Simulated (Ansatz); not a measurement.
# Hypothetical fluorite HfGe2: Hf → Ta

Consider HfGe2 in the fluorite structure (space group Fm-3m, No. 225; a = 6.3567 Å; a hypothetical phase, not in the database extracts checked).

Perturbation: full substitution Hf → Ta; the structure is relaxed again.

Calculations: Kohn–Sham DFT with the PBEsol functional, run in Ansatz (a quantum-chemistry and plane-wave program) with PAW and 420 eV plane waves, without spin-orbit coupling, earlier PAW set. Γ-centred 13×13×13 mesh, Fermi–Dirac width 0.05 eV.

```
quantity                                  base          changed        shift
-----------------------------  ---------------  ---------------  -----------
volume per atom                       21.40 Å³         19.76 Å³     -1.64 Å³
density                             8.37 g/cm³       9.14 g/cm³  +0.77 g/cm³
lattice parameter a                    6.357 Å          6.190 Å     -0.167 Å
space group                    Fm-3m (No. 225)  Fm-3m (No. 225)            –
shortest interatomic distance          2.753 Å          2.680 Å    -0.0724 Å
band gap                                  zero             zero            –
```

Final structure:

```
CELL_PARAMETERS angstrom
      0.00000     3.09479     3.09479
      3.09479     0.00000     3.09479
      3.09479     3.09479     0.00000
ATOMIC_POSITIONS crystal
  Ta 0.00000 0.00000 0.00000
  Ge 0.25000 0.25000 0.25000
  Ge 0.75000 0.75000 0.75000
```

Cost of the whole job for the changed cell (relaxation, final SCF and bands): around 27 core-seconds (rough).

Whether these cells are dynamically stable was not tested. As relaxed here, TaGe2 is a hypothetical phase, not in the database extracts checked. All final runs are without spin polarisation. An odd electron count without spin: TaGe2. TaGe2 and HfGe2 have a high density of states at the Fermi level and may be magnetic at this level.
